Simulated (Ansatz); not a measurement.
## SrAlHO2 (model structure, started from the SrVO2H type, P4/mmm, No. 123, 5 atoms in the cell)

Computed with LDA (Ansatz, a quantum-chemistry and plane-wave program, PAW).

Numerical settings: plane-wave cutoff 520 eV, 10×10×10 k mesh, Fermi–Dirac smearing 0.01 eV, scalar-relativistic PAW data made under PBE.

Cell (relaxed at this level):

```cif
data_HAlO2Sr
_chemical_formula_sum 'Sr1 Al1 O2 H1'
_space_group_name_H-M_alt 'P 1'
_space_group_IT_number 1
_cell_length_a 3.73486
_cell_length_b 3.73486
_cell_length_c 3.61834
_cell_angle_alpha 90.000
_cell_angle_beta 90.000
_cell_angle_gamma 90.000
loop_
_space_group_symop_operation_xyz
  'x, y, z'
loop_
_atom_site_label
_atom_site_type_symbol
_atom_site_fract_x
_atom_site_fract_y
_atom_site_fract_z
_atom_site_occupancy
Sr1 Sr 0.50000 0.50000 0.50000 1
Al1 Al 0.00000 0.00000 0.00000 1
O1 O 0.50000 0.00000 0.00000 1
O2 O 0.00000 0.50000 0.00000 1
H1 H 0.00000 0.00000 0.50000 1
```

- band gap: 3.64 eV (on the SCF k mesh)
- direct gap at Γ: 6.02 eV
- bulk modulus B0: 151 GPa

Note: the bulk modulus is −V dP/dV from two relaxed cells at ±2 % in volume; the relaxation could raise the start's symmetry but not lower it, so the cell can be a saddle point.

Spin–orbit coupling is not included.

Static lattice: no zero-point or thermal effects.

A model structure was made by putting elements into a prototype or built by hand; it is no filed structure, need not be a known phase, and can be a saddle point held by its symmetry.
